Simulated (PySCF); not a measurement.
PySCF 2.14.0, BP86/def2-svpd, df: V(O)(F)3 ([O]=[V]([F])([F])[F]), 5 atoms. The geometry is a generated start, not checked to be a minimum at this level.

```
Quantity                       Value
-------------------  ---------------
task                          energy
method                          bp86
basis                      def2-svpd
two-electron scheme  density fitting
mol.max_memory               3000 MB
mf.max_cycle                     100
mf.init_guess        minao (default)
mf.DIIS              CDIIS (default)
mf.diis_space            8 (default)
mf.conv_tol          1e-09 (default)
mf.grids.level           3 (default)
basis functions                  126
grid points                    77776
```

```xyz
5

V     -0.0077    -0.0041     0.0089
O      0.9228     0.4733    -1.0897
F      0.8884    -0.8248     1.0807
F     -1.1254    -0.9532    -0.6805
F     -0.6781     1.3088     0.6805
```

Charge 0 and multiplicity 1 are set for this test and not shown to be the ground state.

One run each on 2 threads, 1 BLAS thread. Values of level_shift (Hartree) tried: 0 (default), 0.1, 0.3, 1.

Question: Predict the course of the Fock builds along this series.

Answer: Fewest Fock builds: 0 (default) with 14. The count rises to 56 at 1. All converge to one solution.

```csv
level_shift (Hartree),Fock builds,end
0 (default),14,same solution
0.1,16,same solution
0.3,23,same solution
1,56,same solution
```
